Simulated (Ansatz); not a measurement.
# NaCl under a change: pressure 30 GPa

Take NaCl in the rock salt structure (space group Fm-3m, No. 225; a = 5.601 Å) as the base.

It is then changed as follows: a hydrostatic pressure of 30 GPa.

All numbers come from Ansatz (a quantum-chemistry and plane-wave program), PBEsol, PAW, cutoff 420 eV, no spin-orbit coupling, earlier PAW set. Γ-centred 10×10×10 mesh, Fermi–Dirac width 0.05 eV.

The volume per atom falls by 7.61 Å³ to 14.36 Å³ and the density goes up by 1.17 g/cm³ (2.21 g/cm³ → 3.38 g/cm³). The lattice parameter a falls by 0.740 Å, from 5.601 Å to 4.861 Å and the shortest interatomic distance shrinks by 0.370 Å (2.801 Å → 2.431 Å). The enthalpy H = E + PV relative to the base's energy is +3.17 eV/atom and the band gap goes up by 1.85 eV, from 5.01 eV to 6.86 eV. The gap character goes from direct at Γ to indirect, Γ → X and the width of the top valence band increases by 0.82 eV (0.80 eV → 1.62 eV). The hole mass (degenerate bands, along [100]) becomes 0.43, 1.7, 1.7 mₑ (at Γ) (base: 0.60, 2.7, 2.7 mₑ (at Γ)) and the valley order (the lowest conduction-band minima on the path, energy above the VBM, named in the base's zone) becomes X along ⟨100⟩ 6.86 eV; Γ 7.27 eV; L along ⟨111⟩ 7.60 eV (base: Γ 5.01 eV; X along ⟨100⟩ 7.47 eV).

Cost of the whole job for the changed cell (relaxation, final SCF and bands): roughly 6 core-seconds.

Load acts through the strain it causes; cell and atoms are relaxed under it. Masses are band curvatures over ±0.01 Å⁻¹ around the edge. Stability against distortions was not tested. No other phases were tried under pressure.
